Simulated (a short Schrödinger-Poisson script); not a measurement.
Structure: MOS inversion layer, HfO2 on p-type Si(100), at 300 K.

From the gate side: 11 nm HfO2; 840 nm Si, acceptors 2.6e17 cm⁻³.

Constants are typed, rounded textbook-type inputs, not results; the design itself was drawn at random and stands for no fabricated device. HfO2: permittivity 22, conduction-band edge (eV) 1.55, gap (eV) 5.7, electron mass (mₑ) 0.2. Si: permittivity 11.7, conduction-band edge (eV) 0, gap (eV) 1.124, Nv at 300 K (cm⁻³) 3.1e19.

Channel valleys (confinement mass, in-plane density-of-states mass, number): Δ2 0.916, 0.19, 2; Δ4 0.19, 0.417, 4. At the gate the conduction-band edge of layer 1 lies 1.87 eV − eVg above the Fermi level of the channel; the field vanishes at the back. Gaps are held at their typed values at every temperature. Mesh 0.03 nm at interfaces.

From a short Schrödinger-Poisson script (our own, NumPy): 1D Poisson equation in equilibrium, electrons quantum, Hartree (BenDaniel-Duke, 12 states a valley, the channel's in-plane mass for all, wave functions ending at the dielectric), parabolic valleys, classical holes, full ionisation, no traps, pinning or gate leakage.

```
Vg (V)  electrons (cm⁻²)  C (μF/cm²)  Δ2 E0 (meV from the Fermi level)  Δ4 E0 (meV from the Fermi level)
------  ----------------  ----------  --------------------------------  --------------------------------
0.35              4.26e9       0.167                             194.1                             241.8
0.4              2.19e10       0.242                             151.2                             199.9
0.45             9.20e10       0.472                             113.4                             163.4
0.5              2.62e11       0.772                              85.5                             137.1
0.55             5.22e11       0.981                              66.4                             120.0
0.6              8.40e11        1.11                              52.8                             108.6
0.65             1.19e12        1.19                              42.4                             100.4
0.7              1.57e12        1.24                              33.9                              94.2
0.75             1.96e12        1.28                              26.7                              89.3
0.8              2.36e12        1.31                              20.5                              85.2
0.85             2.77e12        1.33                              15.0                              81.7
0.9              3.19e12        1.35                               9.9                              78.8
0.95             3.61e12        1.37                               5.3                              76.1
1                4.04e12        1.38                               1.0                              73.8
1.05             4.47e12        1.39                              -3.1                              71.7
1.1              4.90e12        1.40                              -6.9                              69.8
```

Gate voltages with under 1e9 electrons/cm² are left out.

Q: At Vg = 1.1 V the lowest Δ2 subband lies at -6.9 meV from the Fermi level. How many electrons does it hold, and what share of all?

A: The two-dimensional density of states is g m/(πħ²) = 1.59e11 cm⁻² meV⁻¹ (both spins), kT = 25.9 meV, so n = D kT ln(1 + exp(−E/kT)) = 3.43e12 cm⁻², 0.70 of the 4.90e12 cm⁻² in all.

Q: Compare the slope of the sheet density between 1 and 1.1 V with the geometric capacitance of the layers between gate and channel.

A: q Δn/ΔV = 1.38 μF/cm²; ε0/Σ(t/ε) = 1.77 μF/cm². The ratio is 0.78: the channel acts as a further capacitance in series.
